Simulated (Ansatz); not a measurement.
# A computed series for BN: response to strain

Take BN in the zinc blende structure (space group F-43m, No. 216; a = 3.581 Å) as the base.

Strains are applied to the cell and any free atomic positions relax.

Method: Kohn–Sham DFT with the LDA functional, run in Ansatz (a first-principles code) with PAW and 420 eV plane waves, spin-orbit coupling left out.

Candidates:
(a) isotropic strain −2.00 %
(b) isotropic strain −0.50 %
(c) isotropic strain +1.50 %
(d) isotropic strain −1.50 %
(e) isotropic strain +3.00 %

Notes on the quantities. energy relative to the base: free energy F.

Problem. Order them by energy relative to the base, lowest first.

Solution. (b) isotropic strain −0.50 % (+1.7 meV/atom), (c) isotropic strain +1.50 % (+14 meV/atom), (d) isotropic strain −1.50 % (+15 meV/atom), (a) isotropic strain −2.00 % (+27 meV/atom), (e) isotropic strain +3.00 % (+54 meV/atom)

Stability against distortions was not tested.
